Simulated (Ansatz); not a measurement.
Start from Re in the hcp (Mg type) structure (space group P6_3/mmc, No. 194).

```xyz
2
Lattice="2.7579 0.0000 0.0000 -1.3789 2.3884 0.0000 0.0000 0.0000 4.4628" Properties=species:S:1:pos:R:3 pbc="T T T"
Re     0.0000     1.5923     3.3471
Re     1.3789     0.7961     1.1157
```

Calculations: r2SCAN (Ansatz, a program for electronic structure, PAW, no spin-orbit coupling).

One change was made to it. Results:

The density shrinks by 2.314 g/cm³ (21.04 g/cm³ → 18.72 g/cm³); the band gap is still zero; the c/a ratio goes up by 0.181 (1.618 → 1.799).

Question: Which of these changes matches the shifts?
A. Re → W
B. Re → Ti
C. Re → Ta

Answer: A, Re → W. For comparison, the density in the other runs: Re → Ti gives 4.59 g/cm³; Re → Ta gives 16.26 g/cm³.

Whether these cells are dynamically stable was not tested. For W and Ta in this form, whether it has been made was not checked. The final runs are not spin-polarised. This is not the structure that W has at room temperature and ambient pressure. This is not the structure that Ta has at room temperature and ambient pressure.
